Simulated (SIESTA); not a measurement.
SIESTA run on SiSbPt5 (P4/mmm, 7 atoms in the cell): self-consistent single point.

Method of the run: LDA PW92, numerical atomic orbitals DZP, PseudoDojo LDA standard norm-conserving potentials (rewritten from UPF to PSML) (SIESTA).

The change in words: lattice scaled by 0.98. Reference geometry:
```yaml
crystal:
  lattice:
    - [3.99638, 0.00000, 0.00000]
    - [0.00000, 3.99638, 0.00000]
    - [0.00000, 0.00000, 7.27309]
  atoms:
    - { symbol: Si, position: [0.00000, 0.00000, 0.50000] }
    - { symbol: Sb, position: [0.50000, 0.50000, 0.00000] }
    - { symbol: Pt, position: [0.00000, 0.50000, 0.30040] }
    - { symbol: Pt, position: [0.00000, 0.50000, 0.69960] }
    - { symbol: Pt, position: [0.50000, 0.00000, 0.30040] }
    - { symbol: Pt, position: [0.50000, 0.00000, 0.69960] }
    - { symbol: Pt, position: [0.00000, 0.00000, 0.00000] }
```

Reference input (self-consistent single point, DFT, LDA PW92, numerical atomic orbitals DZP, PseudoDojo LDA standard norm-conserving potentials (rewritten from UPF to PSML)): XC.functional = LDA; XC.authors = PW92; potentials = PseudoDojo LDA standard; PAO.BasisSize = DZP; PAO.EnergyShift = 0.005 Ry; MeshCutoff = 400 Ry; kgrid.MonkhorstPack = 6 6 3; OccupationFunction = MP; OccupationMPOrder = 0; ElectronicTemperature = 0.1 eV; MaxSCFIterations = 150; SCF.Mixer.Method = Pulay. This run's input differs from it in these lines:

```diff
@@ -13,5 +13,5 @@
 %block LatticeVectors
-     7.552063690    0.000000000    0.000000000
-     0.000000000    7.552063690    0.000000000
-     0.000000000    0.000000000   13.744148180
+     7.401021660    0.000000000    0.000000000
+     0.000000000    7.401021660    0.000000000
+     0.000000000    0.000000000   13.469264838
 %endblock LatticeVectors
@@ -19,8 +19,8 @@
 %block AtomicCoordinatesAndAtomicSpecies
-     0.000000000    0.000000000    3.636545000  1
-     1.998190000    1.998190000    0.000000000  2
-     0.000000000    1.998190000    2.184836236  3
-     0.000000000    1.998190000    5.088253764  3
-     1.998190000    0.000000000    2.184836236  3
-     1.998190000    0.000000000    5.088253764  3
+     0.000000000    0.000000000    3.563814000  1
+     1.958226000    1.958226000    0.000000000  2
+     0.000000000    1.958226000    2.141139451  3
+     0.000000000    1.958226000    4.986488549  3
+     1.958226000    0.000000000    2.141139451  3
+     1.958226000    0.000000000    4.986488549  3
      0.000000000    0.000000000    0.000000000  3
```

Log, with long lists cut:

```
        iscf     Eharris(eV)        E_KS(eV)     FreeEng(eV)     dDmax    Ef(eV) dHmax(eV)
   scf:    1   -20274.703805   -20346.685392   -20346.712183  1.200882 -1.638767 11.534720
   scf:    2   -20370.328903   -20362.581290   -20362.601685  0.667180 -2.761318  3.422343
   scf:    3   -20362.547933   -20363.298138   -20363.324894  0.152742 -2.995036  4.038369
   scf:    4   -20363.825488   -20363.755816   -20363.781486  0.058954 -3.098934  1.177181
   scf:    5   -20363.844777   -20363.813895   -20363.840356  0.066283 -3.212228  0.124745
   [... 3 lines left out ...]
   scf:    9   -20363.815216   -20363.815208   -20363.841811  0.000587 -3.214773  0.000558
   scf:   10   -20363.815206   -20363.815207   -20363.841811  0.000049 -3.214828  0.000167
   scf:   11   -20363.815207   -20363.815207   -20363.841811  0.000014 -3.214853  0.000180
   scf:   12   -20363.815207   -20363.815207   -20363.841811  0.000005 -3.214861  0.000102
SCF Convergence by DM+H criterion
max |DM_out - DM_in|         :     0.0000052559
max |H_out - H_in|      (eV) :     0.0001015730
SCF cycle converged after 12 iterations

Using DM_out to compute the final energy and forces

siesta: E_KS(eV) =           -20363.8152

siesta: E_KS - E_eggbox =    -20363.8152

siesta: Atomic forces (eV/Ang):
     1   -0.000000   -0.000000    0.000011
     2    0.000000    0.000000   -0.000005
     3    0.000000    0.000000   -0.128136
     4   -0.000000    0.000000    0.128133
     5    0.000000    0.000000   -0.128136
     6    0.000000   -0.000000    0.128133
     7    0.000000    0.000000    0.000001
   Tot    0.000000    0.000000   -0.000000
   Max    0.128136
   Res    0.055923    sqrt( Sum f_i^2 / 3N )
   Max    0.128136    constrained

   [... lines left out ...]
siesta: FreeEng =    -20363.841811
   [... lines left out ...]
siesta:    -0.016044    0.000000    0.000000
siesta:     0.000000   -0.016044    0.000000
siesta:     0.000000    0.000000   -0.011973

siesta: Cell volume =        109.327808 Ang**3

siesta: Pressure (static):
siesta:                Solid            Molecule  Units
siesta:           0.00015996          0.00013575  Ry/Bohr**3
siesta:           0.01468708          0.01246382  eV/Ang**3
siesta:          23.53128852         19.96924038  kBar
```

The run converged in 12 iterations. Against the reference run the free energy drops by 27.6 meV/atom, the pressure goes from -10.51 to 2.35 GPa and the largest force goes from 0.007 to 0.128 eV/Å.

The starting cell comes from a database of computed structures (which also holds hypothetical and non-ambient phases and stackings), without a prior relaxation at this level. For this run, on top of that: lattice scaled by 0.98. Spin polarisation is off. Values carry the incompleteness of an atom-centred basis.

Cost on one core of a shared machine: roughly 2 min.
